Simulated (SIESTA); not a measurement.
Input and output of a self-consistent single point for PbO₂ (P4_2/mnm, 6 atoms in the cell) (SIESTA).

Level of theory: SIESTA with GGA PBE with spin-orbit coupling, numerical atomic orbitals DZP, PseudoDojo PBE fully relativistic norm-conserving potentials (rewritten from UPF to PSML).

```yaml
crystal:
  lattice:
    - [5.06289, 0.00000, 0.00000]
    - [0.00000, 5.06289, 0.00000]
    - [0.00000, 0.00000, 3.45536]
  atoms:
    - { symbol: Pb, position: [0.00000, 0.00000, 0.00000] }
    - { symbol: Pb, position: [0.50000, 0.50000, 0.50000] }
    - { symbol: O, position: [0.30743, 0.30743, 0.00000] }
    - { symbol: O, position: [0.69257, 0.69257, 0.00000] }
    - { symbol: O, position: [0.19257, 0.80743, 0.50000] }
    - { symbol: O, position: [0.80743, 0.19257, 0.50000] }
```

Reference input (self-consistent single point, DFT, GGA PBE, numerical atomic orbitals DZP, PseudoDojo PBE standard norm-conserving potentials (rewritten from UPF to PSML)): XC.functional = GGA; XC.authors = PBE; potentials = PseudoDojo PBE standard; PAO.BasisSize = DZP; PAO.EnergyShift = 0.005 Ry; MeshCutoff = 350 Ry; kgrid.MonkhorstPack = 5 5 7; OccupationFunction = MP; OccupationMPOrder = 0; ElectronicTemperature = 200 meV; MaxSCFIterations = 150; SCF.Mixer.Method = Pulay. This run's input differs from it in these lines:

```diff
@@ -1,2 +1,2 @@
-# files in the folder: Pb.psml O.psml (PseudoDojo PBE standard)
+# files in the folder: Pb.psml O.psml (PseudoDojo PBE fully relativistic)
 SystemName  PbO2
@@ -39,2 +39,11 @@
 ElectronicTemperature        200.0 meV
+Spin                         spin-orbit
+%block DM.InitSpin
+  1 0.00 0.00 0.00
+  2 0.00 0.00 0.00
+  3 0.00 0.00 0.00
+  4 0.00 0.00 0.00
+  5 0.00 0.00 0.00
+  6 0.00 0.00 0.00
+%endblock DM.InitSpin
```

Output (repeated stretches shortened):

```
        iscf     Eharris(eV)        E_KS(eV)     FreeEng(eV)     dDmax    Ef(eV) dHmax(eV)
   scf:    1    -5583.156946    -5606.716957    -5606.719080  0.768036 -8.378700  7.828512
     spin moment: {S} , |S| = {    0.00000    0.00000    0.00000 }     0.00000
   scf:    2    -5614.281432    -5610.766372    -5610.770247  0.050549 -7.925538  5.389949
     spin moment: {S} , |S| = {    0.00000    0.00000    0.00000 }     0.00000
   scf:    3    -5615.987809    -5614.782735    -5614.790749  0.143692 -6.681803  1.129706
     spin moment: {S} , |S| = {    0.00000    0.00000    0.00000 }     0.00000
   [... lines left out ...]
     spin moment: {S} , |S| = {    0.00000   -0.00000    0.00000 }     0.00000
   scf:    8    -5614.845192    -5614.844554    -5614.858310  0.000294 -6.700174  0.002963
     spin moment: {S} , |S| = {    0.00000   -0.00000   -0.00000 }     0.00000
   scf:    9    -5614.844661    -5614.844573    -5614.858311  0.000071 -6.700542  0.002116
     spin moment: {S} , |S| = {    0.00000   -0.00000    0.00000 }     0.00000
   scf:   10    -5614.844707    -5614.844585    -5614.858312  0.000042 -6.701239  0.000028
     spin moment: {S} , |S| = {    0.00000    0.00000    0.00000 }     0.00000
SCF Convergence by DM+H criterion
max |DM_out - DM_in|         :     0.0000415526
max |H_out - H_in|      (eV) :     0.0000278389
SCF cycle converged after 10 iterations

Using DM_out to compute the final energy and forces

siesta: E_KS(eV) =            -5614.8446

siesta: E_KS - E_eggbox =     -5614.8446

siesta: Atomic forces (eV/Ang):
     1    0.000000    0.000000   -0.000000
     2   -0.000000    0.000000   -0.000000
     3    0.058587    0.058587    0.000000
     4   -0.058587   -0.058587    0.000000
     5   -0.058587    0.058587    0.000000
     6    0.058587   -0.058587    0.000000
   Tot   -0.000000   -0.000000    0.000000
   Max    0.058587
   Res    0.039058    sqrt( Sum f_i^2 / 3N )
   Max    0.058587    constrained

   [... lines left out ...]
siesta: FreeEng =     -5614.858312
   [... lines left out ...]
siesta:    -0.024841    0.000000    0.000000
siesta:     0.000000   -0.024841    0.000000
siesta:     0.000000    0.000000   -0.037494

siesta: Cell volume =         88.570829 Ang**3

siesta: Pressure (static):
siesta:                Solid            Molecule  Units
siesta:           0.00031649          0.00031090  Ry/Bohr**3
siesta:           0.02905851          0.02854564  eV/Ang**3
siesta:          46.55687216         45.73514992  kBar
```

The run converged in 10 iterations. Against the reference run the pressure hardly changes (4.64 to 4.66 GPa) and the largest force goes from 0.078 to 0.083 eV/Å.

The starting cell comes from a database of computed structures (which also holds hypothetical and non-ambient phases and stackings), without a prior relaxation at this level. Its lattice was rescaled by a random factor within 2.5 % of one. Values carry the incompleteness of an atom-centred basis. With a pressure of about 5 GPa the cell is away from its equilibrium volume at this level. The run gives no clean gap (levels at the Fermi energy touch, overlap or are partly filled at this smearing), which alone does not show that the compound is a metal.

Cost on one core of a shared machine: roughly 4 min.
